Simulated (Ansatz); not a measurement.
## MgS: tensor shear ε_xy = +1.43 %

Consider MgS in the rock salt structure (space group Fm-3m, No. 225; a = 5.1292 Å). Axes: x, y, z lie along the cube axes.

It is then changed as follows: tensor shear ε_xy = +1.43 % (engineering shear γ = 0.0286); the atoms relax in the strained cell.

Method: LDA in Ansatz (plane waves to 420 eV, PAW, spin-orbit coupling left out). Settings: 11×11×11 k-points, 0.05 eV Fermi–Dirac smearing.

The volume per atom hardly moves (16.87 Å³ against 16.86 Å³) and the shortest interatomic distance is still 2.565 Å. The energy grows by 2.5 meV/atom and the pressure (mean of the normal stresses, compression positive) hardly moves (0.00 GPa against 0.01 GPa). The band gap decreases by 0.18 eV (2.65 eV → 2.47 eV) and the gap character amounts to indirect, Γ → X. The smallest direct gap decreases by 0.154 eV to 3.67 eV and the valence-band top at Γ (three highest levels, from the VBM) becomes 0.00, -0.14, -0.27 eV (base: 0.00, 0.00, 0.00 eV). The stress (xx, yy, zz, yz, xz, xy; compression positive) amounts to (0.04, 0.04, -0.04, 0.00, 0.00, -1.63) GPa.

Cost of the whole job for the changed cell (relaxation, final SCF and bands): about 20 core-seconds (a rough figure).

Stability against distortions was not tested. k-point labels follow each cell's own Brillouin zone.

Ansatz is a program for electronic structure.
